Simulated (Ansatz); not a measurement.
Functionals compared on NH3 on the 1x1 (110) surface of zinc-blende InP (cut with top plane In + P), one in a 2x1 cell, started at the site 'top In', in Ansatz (plane waves, PAW). The structure was relaxed with PBE; the other rows are single points on it, each with its references at the same level. Cutoff 420 eV (500 eV for r2SCAN). HSE06 used the coarser mesh 2x3x1.

Host crystal: zinc-blende InP, with a band gap (PBE, scalar-relativistic without spin-orbit coupling).

Slab: 24 atoms, 8.9 Å thick at the start under the adsorbate (thin: gaps and levels are the slab's own); k 3x4x1, smearing 0.01 eV, dipole-corrected; 8 atoms held, the rest relaxed; no symmetry held; no spin, no spin-orbit, no U, no dispersion correction. At the end it is bonded to In. In PBE it is, or lies within 0.03 eV of, the lowest of the starts that converged. These notes are the PBE run's. Adsorption energies are against NH3(g). A negative adsorption energy means that the adsorbate is more stable on the surface than in its reference.

| functional | adsorption energy (eV) | rough cost of the single point |
|---|---|---|
| PBE | -0.91 | – |
| RPBE | -0.69 | around 90 core-seconds (rough) |
| r2SCAN | (withheld) | very roughly 3 core-minutes |
| HSE06 | -0.98 | roughly 30 core-minutes |

Question: Complete the blanks.

Answer: 
- r2SCAN, adsorption energy (eV): -1.10

Ansatz is a quantum-chemistry and plane-wave program.
